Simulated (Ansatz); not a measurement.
```yaml
crystal:
  lattice:
    - [3.02169, 0.00000, 0.00000]
    - [0.00000, 3.02169, 0.00000]
    - [0.00000, 0.00000, 3.02169]
  atoms:
    - { symbol: Al, position: [0.50000, 0.50000, 0.50000] }
    - { symbol: Ru, position: [0.00000, 0.00000, 0.00000] }
```

No spin polarisation.

Calculations: Kohn–Sham DFT with the PBEsol functional, run in Ansatz (a first-principles code) with PAW and 420 eV plane waves, scalar-relativistic without spin-orbit coupling. k-mesh 19×19×19 (Γ-centred); smearing 0.1 eV (Fermi–Dirac).

Q: Predict the space group, band gap and pressure.

A: 
- Space group = Pm-3m (No. 221)
- Band gap = zero
- Pressure = -8.9 GPa

The cells carry an imposed strain or load. No phonon test of stability was made. The final runs are not spin-polarised. The cell was made from AlRu in the CsCl type structure (space group Pm-3m, No. 221) by this change: isotropic strain +1.50 %.
